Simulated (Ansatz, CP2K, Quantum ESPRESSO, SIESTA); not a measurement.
One structure in several programs: MgAsPt5 (P1, 7 atoms in the cell)

Self-consistent single point, at a second geometry (atoms moved at random). First geometry:

```
MgAsPt5
1.0
    3.89382     0.00000     0.00000
    0.00000     3.89382     0.00000
    0.00000     0.00000     7.02621
Mg As Pt
1 1 5
Cartesian
  0.00000   0.00000   0.00000
  1.94691   1.94691   3.51311
  1.94691   1.94691   0.00000
  0.00000   1.94691   1.96102
  0.00000   1.94691   5.06520
  1.94691   0.00000   1.96102
  1.94691   0.00000   5.06520
```

Second geometry:
```xyz
7
Lattice="3.8938 0.0000 0.0000 0.0000 3.8938 0.0000 0.0000 0.0000 7.0262" Properties=species:S:1:pos:R:3 pbc="T T T"
Mg    -0.0073     0.0233     0.0287
As     1.8985     1.9451     3.5574
Pt     1.9438     1.9509    -0.0218
Pt    -0.0458     1.9192     1.9237
Pt     0.0043     1.9352     5.0448
Pt     1.9591     0.0298     1.9973
Pt     2.0351    -0.0160     5.0354
```

Shared settings, as Ansatz (a first-principles code) writes them: kpoints.mp_grid.grid = 6 6 3; scf.occupations.method = gaussian; scf.occupations.width = 0.1 eV. Potentials and cutoffs stand in the table.

| code | model | ΔF from the first geometry (meV/atom) | pressure (GPa) | largest force (eV/Å) | cutoff |
|---|---|---|---|---|---|
| CP2K | PBEsol, GPW, TZVP-MOLOPT-SR-GTH basis, GTH-PBE potentials (GTH_POTENTIALS) | 20.9 | 10.00 | 1.123 | grid 500 Ry |
| Quantum ESPRESSO | PBEsol, GBRV 1.5 ultrasoft (PBESOL) pseudopotentials | 19.3 | 6.44 | 1.028 | 40 Ry |
| Ansatz | PBEsol, PAW files made with PBE | 18.6 | 6.81 | 1.020 | 420 eV |
| SIESTA | GGA PBEsol, numerical atomic orbitals DZP, PseudoDojo PBEsol standard norm-conserving potentials (rewritten from UPF to PSML) | 25.5 | 10.70 | 1.348 | grid 300 Ry |

Size of the force on each atom (eV/Å): Sizes of forces hide their directions.

```
code                Mg1    As2    Pt3    Pt4    Pt5    Pt6    Pt7
----------------  -----  -----  -----  -----  -----  -----  -----
CP2K              0.444  1.123  0.303  1.037  0.601  1.001  1.029
Quantum ESPRESSO  0.386  1.028  0.281  0.989  0.537  0.942  0.952
Ansatz            0.386  0.987  0.282  1.020  0.491  0.920  0.920
SIESTA            0.513  1.302  0.313  1.051  1.021  1.290  1.348
```

On Ansatz's run: spin-orbit coupling is off. Spin polarisation is off; with an odd number of electrons in the cell that forces a metal, and a magnetic state may lie lower.

The spread over the programs that give each value: ΔF from the first geometry within 6.9 meV/atom; pressure within 4.26 GPa; largest force within 0.328 eV/Å.

CP2K and SIESTA use small atom-centred bases, whose incompleteness enters pressures, forces and empty levels differently from a plane-wave cutoff. Ansatz's pressure is given at a fixed set of plane waves, as the other plane-wave codes print theirs; with its correction for the finite basis it is 6.88 GPa. In the pressure, CP2K (by 3.37) and SIESTA (by 4.07) lie more than 1 GPa from the median of the plane-wave programs. In the force vectors, CP2K (by 0.125) and SIESTA (by 0.606) lie more than 0.08 eV/Å from the median of the plane-wave programs.

The starting cell comes from a database of computed structures (which also holds hypothetical and non-ambient phases and stackings), without a prior relaxation at this level. Its lattice was rescaled by a random factor within 2.5 % of one. For this run, on top of that: atoms moved at random.

Keys are those of Ansatz 0.2.
